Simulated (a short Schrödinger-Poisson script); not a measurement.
Structure: symmetric double-gate stack, HfO2 on p-type Ge(111), at 300 K.

```csv
layer,material,thickness (nm),Na (cm⁻³)
1,HfO2,11.6,-
2,Ge,14,3e15
3,HfO2,11.6,-
```

The device is made up for the run: typed textbook-type constants, with dimensions and the other settings drawn at random. HfO2: permittivity 22, conduction-band edge (eV) 1.5, gap (eV) 5.7, electron mass (mₑ) 0.2. Ge: permittivity 16, conduction-band edge (eV) 0, gap (eV) 0.664, Nv at 300 K (cm⁻³) 6e18.

Channel valleys (confinement mass, in-plane density-of-states mass, number): L1 1.59, 0.08, 1; L3 0.09, 0.34, 3. At the gates, both at one voltage, the conduction-band edge of layer 1 lies 1.54 eV − eVg above the Fermi level of the channel. Gaps are held at their typed values at every temperature. Mesh 0.03 nm at interfaces.

Solved with a short Schrödinger-Poisson script written for these runs: 1D Poisson equation in equilibrium, electrons quantum, Hartree (BenDaniel-Duke, 12 states a valley, the channel's in-plane mass for all, wave functions ending at the dielectric), parabolic valleys, classical holes, full ionisation, no traps, pinning or gate leakage.

Q: List the lowest subbands of each valley and their electrons at Vg = 1.5 V.

A: 
```tsv
valley	subband	energy from the Fermi level (meV)	electrons (cm⁻²)	share (%)
L1	0	-141.2	4.72e12	19.5
L1	1	-141.2	4.72e12	19.5
L1	2	-51.2	1.82e12	7.5
L3	0	5.2	6.58e12	27.2
L3	1	34.2	2.60e12	10.8
```

All electrons: 2.42e13 cm⁻². Only the L valleys are kept; under strong confinement the Δ valleys of Ge fill too.
